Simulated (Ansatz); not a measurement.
Pressure series in MoS2

Take MoS$_{2}$ in the 3R-MoS2 type structure (space group R3m, No. 160; layered, stacked along the Cartesian z axis) as the base.

```
CELL_PARAMETERS angstrom
      1.58770     0.91666     6.19535
     -1.58770     0.91666     6.19535
      0.00000    -1.83332     6.19535
ATOMIC_POSITIONS crystal
  Mo 0.00000 0.00000 0.00000
  S  0.75029 0.75029 0.75029
  S  0.58300 0.58300 0.58300
```

Cell and atoms are relaxed at each pressure.

The values are results of Kohn–Sham DFT with the r2SCAN+rVV10 functional, run in Ansatz (an electronic-structure program) with PAW and 500 eV plane waves, no spin-orbit coupling, earlier PAW set, not measurements.

Candidates:
(a) pressure 10 GPa
(b) pressure 0.7 GPa
(c) pressure 7.5 GPa
(d) pressure −1 GPa
(e) pressure 3 GPa

For the base:

| Quantity | Result |
|---|---|
| Smallest direct gap | 1.79 eV |

### Question
Order them by smallest direct gap, highest first.

### Answer
(c) pressure 7.5 GPa (1.95 eV), (a) pressure 10 GPa (1.91 eV), (e) pressure 3 GPa (1.86 eV), (b) pressure 0.7 GPa (1.81 eV), (d) pressure −1 GPa (1.77 eV)

Load acts through the strain it causes; cell and atoms are relaxed under it. Stability against distortions was not tested. No other phases were tried under pressure.
